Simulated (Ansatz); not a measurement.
The reference is Ga2O3 in the corundum structure (space group R-3c, No. 167; a = 4.9845 Å, c = 13.4410 Å (hexagonal axes)).

Level of theory: plane-wave PAW DFT at the r2SCAN level (Ansatz, a first-principles code, 500 eV), scalar-relativistic without spin-orbit coupling, earlier PAW set.

One change was made to it. Results:

The lattice parameter a decreases by 0.325 Å (4.985 Å → 4.660 Å); the width of the top valence band rises by 0.15 eV (0.45 eV → 0.60 eV); the band gap increases by 2.797 eV, from 3.57 eV to 6.36 eV; the smallest direct gap grows by 2.785 eV to 6.60 eV.

Problem. What was done to the base?
A. pressure 100 GPa
B. pressure −1 GPa
C. pressure −2 GPa
D. pressure 30 GPa
E. pressure 3 GPa

Solution. A, pressure 100 GPa. For comparison, the band gap in the other runs: pressure −1 GPa gives 3.52 eV; pressure 3 GPa gives 3.71 eV; pressure 30 GPa gives 4.74 eV; pressure −2 GPa gives 3.47 eV.

Load acts through the strain it causes; cell and atoms are relaxed under it. Stability against distortions was not tested. No other phases were tried under pressure.
